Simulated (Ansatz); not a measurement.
The starting structures come from a database of crystals and need not be the phases stable at ambient conditions.

By PBEsol, the system below comes out a metal.

Without scattering a metal conducts by its projected Fermi surface.

Consider the following.

```
Ni3Ge
1.0
    3.60094     0.00000     0.00000
    0.00000     5.09249     0.00000
    0.00000     2.54625     2.54625
Ni Ge
3 1
Direct
  0.50000   0.50000   0.50000
  0.50000   0.00000   0.50000
  0.00000   0.50000   0.00000
  0.00000   0.00000   0.00000
```

The cell is strained (all lengths scaled by 1.02); by PBEsol it stands under a pressure of -12.0 GPa.

The current flows along the normal of the first two printed cell vectors, the (110) plane of the conventional cell. No spin-orbit coupling; the value is a mean over 0.1 eV about the Fermi level.

Compute, with PBEsol (Ansatz, a program for electronic structure), the ballistic conductance per area.

0.23 × 10¹⁵ S/m² for both spins.
